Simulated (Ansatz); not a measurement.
**Effective masses and thermopower of SnO2 under load (space group P4_2/mnm)**

Input:

```xyz
6
Lattice="4.7911 0.0000 0.0000 0.0000 4.7911 0.0000 0.0000 0.0000 3.2179" Properties=species:S:1:pos:R:3 pbc="T T T"
Sn     2.3955     2.3955     1.6089
Sn     0.0000     0.0000     0.0000
O      0.9271     3.8640     1.6089
O      3.8640     0.9271     1.6089
O      3.3227     3.3227     0.0000
O      1.4684     1.4684     0.0000
```

The numbers are results of PBEsol with spin-orbit coupling, rigid bands (plane waves, PAW; Ansatz, a first-principles code), not measurements. Condition of this run: hydrostatic pressure -2 GPa (the target of the relaxation). How the cell was made: cell and atoms relaxed with PBEsol, then loaded as said.

band gap: 0.82 eV
electron conductivity mass (300 K, dilute): 0.191 (x), 0.191 (y), 0.172 (z) mₑ
hole conductivity mass (300 K, dilute): 1.41 (x), 1.41 (y), 2.0 (z) mₑ
effective density of states N_c (300 K): 2.0e18 cm⁻³
effective density of states N_v (300 K): 4.7e19 cm⁻³
density-of-states mass, electrons: 0.186 mₑ
density-of-states mass, holes: 1.52 mₑ
Seebeck coefficient, n-type 1e19 cm⁻³, 300 K: -107 μV/K
best n-type power factor at 300 K for τ = 10 fs (best axis; densities from 1e16 to 1e21 cm⁻³ tried, whether or not they can be reached): 1.83 μW/(cm·K²) at 1e19 cm⁻³
Seebeck coefficient, p-type 1e19 cm⁻³, 300 K: 348 μV/K
best p-type power factor at 300 K for τ = 10 fs (best axis; densities from 1e16 to 1e21 cm⁻³ tried, whether or not they can be reached): 5.2 μW/(cm·K²) at 1e20 cm⁻³

Rigid bands; masses and Seebeck coefficients take one relaxation time τ for all states and one kind of carrier; polarons and phonon drag are left out.
